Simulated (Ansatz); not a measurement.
System: Ca(OH)2 (P-3m1, No. 164). Method: BLYP (Ansatz, a first-principles code, plane waves, PAW).

Numerical settings: plane-wave cutoff 520 eV, 12×12×8 k mesh (along the axes of the cell as run), Fermi–Dirac smearing 0.01 eV, scalar-relativistic PAW data made under PBE.

Response to compression and expansion:

Shape and atoms are relaxed at each volume.

```
V (Å³/atom)  P (GPa)  direct gap at Γ (eV)  c (Å)  a (Å)
-----------  -------  --------------------  -----  -----
11.582          0.74                 4.141  5.052  3.638
11.823          0.32                 4.066  5.130  3.648
12.065          0.00                 3.995  5.212  3.656
12.306         -0.22                 3.927  5.298  3.662
12.547         -0.37                 3.862  5.388  3.667
```

A straight line through the gaps at Γ against ln V gives a volume deformation potential dE_g(Γ)/d ln V of -3.5 eV: the gap at Γ widens under compression.

Note: the cell is over a tenth larger than the published one: the level's own overestimate first of all, though another phase or state, or a fault of the published cell, is possible; the relaxation could not lower the start's symmetry, so the cell can be a saddle point above a distorted one; the bulk modulus comes from volumes at which shape and atoms were relaxed.
